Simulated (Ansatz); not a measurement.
Here is the system:

```
CELL_PARAMETERS angstrom
      5.68648     0.00000     0.00000
      0.00000     5.68648     0.00000
      0.00000     0.00000     5.48183
ATOMIC_POSITIONS crystal
  Cs 0.00000 0.00000 0.00000
  Pb 0.50000 0.50000 0.50000
  Cl 0.50000 0.00000 0.50000
  Cl 0.00000 0.50000 0.50000
  Cl 0.50000 0.50000 0.00000
```

No spin polarisation.

Computed with LDA, PAW, 420 eV (Ansatz, an electronic-structure program; without spin-orbit coupling). Γ-centred 6×6×6 mesh, Fermi–Dirac width 0.05 eV.

**Question.** What band gap does the calculation give?

**Answer.** 1.66 eV.

**Question.** What is the computed pressure (mean of the normal stresses, compression positive)?

**Answer.** -1.28 GPa.

With Pb present, leaving out spin-orbit coupling can change the band edges. The cells carry an imposed strain or load. No phonon test of stability was made. The cell was made from CsPbCl$_{3}$ in the cubic perovskite structure (space group Pm-3m, No. 221) by this change: biaxial strain +3.00 %, plane normal [001], relaxed out of plane. Many cubic perovskites are stable only at high temperature; tilts and polar distortions were not tested. This is not the structure that CsPbCl3 has at room temperature and ambient pressure.
